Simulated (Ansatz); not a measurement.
Results of PBEsol in Ansatz (plane waves, PAW) for LiBr (model structure, F-43m, No. 216, 2 atoms in the cell).

Numerical settings: plane-wave cutoff 520 eV, 10×10×10 k mesh, Fermi–Dirac smearing 0.01 eV, scalar-relativistic PAW data made under PBE.

Cell (relaxed at this level):

```yaml
crystal:
  lattice:
    - [0.00000, 2.90392, 2.90392]
    - [2.90392, 0.00000, 2.90392]
    - [2.90392, 2.90392, 0.00000]
  atoms:
    - { symbol: Li, position: [0.00000, 0.00000, 0.00000] }
    - { symbol: Br, position: [0.25000, 0.25000, 0.25000] }
```

Problem. What does this level give for the band gap and bulk modulus B0?

Solution. 
- band gap: 4.85 eV (on the SCF k mesh)
- bulk modulus B0: 20.8 GPa

Note: the bulk modulus is −V dP/dV from two relaxed cells at ±2 % in volume; the relaxation could raise the start's symmetry but not lower it, so the cell can be a saddle point.

Spin–orbit coupling is not included.

The computed numbers hold no vibrational or temperature effects.

A model structure was made by putting elements into a prototype or built by hand; it is no filed structure, need not be a known phase, and can be a saddle point held by its symmetry.

Ansatz is a program for electronic structure.
